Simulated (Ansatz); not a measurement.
Start from a 12-atom supercell of WS$_{2}$ in the 2H-MoS2 type structure (space group P6_3/mmc, No. 194; layered, stacked along the Cartesian z axis) at its relaxed geometry.

```
WS2
1.0
    4.67221    -2.69750     0.00000
    1.55740     2.69750     0.00000
    0.00000     0.00000    11.77307
W S
4 8
Direct
  0.83333   0.50000   0.25000
  0.33333   0.00000   0.25000
  0.16667   0.50000   0.75000
  0.66667   0.00000   0.75000
  0.83333   0.50000   0.61646
  0.33333   0.00000   0.61646
  0.16667   0.50000   0.11646
  0.66667   0.00000   0.11646
  0.16667   0.50000   0.38354
  0.66667   0.00000   0.38354
  0.83333   0.50000   0.88354
  0.33333   0.00000   0.88354
```

Computed with PBEsol-D3(BJ) (Ansatz, a first-principles code, PAW, no spin-orbit coupling).

Base values:

```
Quantity   Result
--------  -------
Pressure  0.0 GPa
```

Perturbation: a neutral Pb on a S site, atoms relaxed at fixed cell, starting from a slightly rattled geometry.

Tabulated Pauling electronegativity and covalent radius: S 2.58, 1.05 Å; Pb 2.33, 1.46 Å.

Task: Estimate the effect on the largest displacement of a host atom from its site in the perfect cell.

Result: The largest displacement of a host atom from its site in the perfect cell amounts to 0.36 Å.

Task: What happens to the shift of the substituted atom off its lattice site?

Result: The shift of the substituted atom off its lattice site comes out as 0.39 Å.

Task: Estimate the effect on the pressure.

Result: The pressure goes from zero to 3.9 GPa.

Other magnetic orders, which the real material may have, were not ruled out. The cell is small, so the values are those of an ordered compound at a high defect concentration; dilute-limit values will differ. The mesh was chosen for an insulator and is coarse for the gapless case. Starting moments died away, wholly or in part, for Pb on a S site; another magnetic solution may exist. The defect cell is spin-polarised and ends with 0.0 μB.
